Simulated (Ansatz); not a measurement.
We consider GaN (model structure, started from the NiAs type, P6₃/mmc, No. 194, 4 atoms in the cell), described by HSE06 in Ansatz (plane waves, PAW).

Run with plane-wave cutoff 520 eV, 12×12×6 k mesh (along the axes of the cell as run), scalar-relativistic PAW data made under PBE.

Computed at the level's own relaxed cell.

Hill averages of the elastic tensor: K = 238.0 GPa, G = 69.3 GPa. Volume 9.542 Å³/atom, mean atomic mass 41.865 u.

Problem. Work out the density, the sound velocities of a polycrystal and the elastic Debye temperature at this level.

Solution. ρ = 1.66054 × 41.865/9.542 = 7.286 g/cm³. v_l = √[(K + 4G/3)/ρ] = 6.734 km/s and v_t = √(G/ρ) = 3.084 km/s. The mean follows from 3/v_m³ = 1/v_l³ + 2/v_t³: v_m = 3.476 km/s. Θ_D = (ħ/k_B) v_m (6π²/V)^(1/3) = 76.38 K Å s/km × 3.476 × 1.8377 Å⁻¹ = 488 K, counting all atoms of the cell.

Note: the relaxation could raise the start's symmetry but not lower it, so the cell can be a saddle point.

A model structure was made by putting elements into a prototype or built by hand; it is no filed structure, need not be a known phase, and can be a saddle point held by its symmetry.

Ansatz is a program for electronic structure.
